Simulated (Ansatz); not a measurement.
LaMnO3: pressure series

The parent structure is LaMnO₃ (space group C2/c, No. 15; a = 9.368 Å, b = 5.493 Å, c = 5.422 Å, α = 90.00°, β = 124.25°, γ = 90.00°; ferromagnetic; a cell from a computed database, its experimental status unchecked).

Cell and atoms are relaxed at each pressure.

Calculations: plane-wave PAW DFT at the PBEsol level (Ansatz, a first-principles code, 420 eV), scalar-relativistic without spin-orbit coupling.

```
P (GPa)  V (Å³/atom)
-------  -----------
0.29          11.510
0.68          11.481
1.50          11.423
3.00          11.313
5.00          11.162
7.49          10.959
```

Fit a third-order Birch–Murnaghan equation of state.

Least squares on P(V) = (3B₀/2)[(V₀/V)^(7/3) − (V₀/V)^(5/3)]·[1 + (3/4)(B₀′ − 4)((V₀/V)^(2/3) − 1)] gives V₀ = 11.53 Å³/atom, B₀ = 163 GPa and B₀′ = -3.0.

Load acts through the strain it causes; cell and atoms are relaxed under it. No phonon test of stability was made. Competing high-pressure phases were not computed. No Hubbard U is applied and the magnetic state is the run's own (LaMnO3 ferromagnetic); small cells can't hold the antiferromagnetic order that many such compounds have, so gaps and moments can be off.
